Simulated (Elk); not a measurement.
Band structure of Rb₃Cd (Pm-3m, 4 atoms in the cell).

```
Rb3Cd
1.0
    6.43244     0.00000     0.00000
    0.00000     6.43244     0.00000
    0.00000     0.00000     6.43244
Rb Cd
3 1
Cartesian
  0.00000   3.21622   3.21622
  3.21622   0.00000   3.21622
  3.21622   3.21622   0.00000
  0.00000   0.00000   0.00000
```

Level of theory: PBEsol, all-electron FP-LAPW, Elk's shipped species files, default APW+lo basis (Elk 10.2.4).

Settings: xctype = 22; swidth = 0.00367493 Ha; ngridk = 4 4 4; maxscl = 100.

The starting cell comes from a database of computed structures (which also holds hypothetical and non-ambient phases and stackings), without a prior relaxation at this level. Its lattice was rescaled by a random factor within 2.5 % of one. Values depend on the basis (sphere radii, cutoffs, local orbitals), which need not be converged.

Levels in eV from the Fermi level, bands 19 to 26:
| point | 19 | 20 | 21 | 22 | 23 | 24 | 25 | 26 |
|---|---|---|---|---|---|---|---|---|
| Γ | -8.57 | -8.57 | -3.62 | -0.68 | 1.10 | 1.10 | 1.10 | 1.31 |
| X | -8.57 | -8.56 | -3.26 | -1.29 | 0.84 | 0.95 | 0.95 | 1.30 |
| M | -8.56 | -8.56 | -3.08 | -0.49 | -0.49 | 0.02 | 0.97 | 2.24 |
| R | -8.57 | -8.57 | -3.05 | 0.34 | 0.34 | 0.34 | 0.58 | 0.58 |

Bands cross the Fermi level along this path, so the cell is metallic at this level.
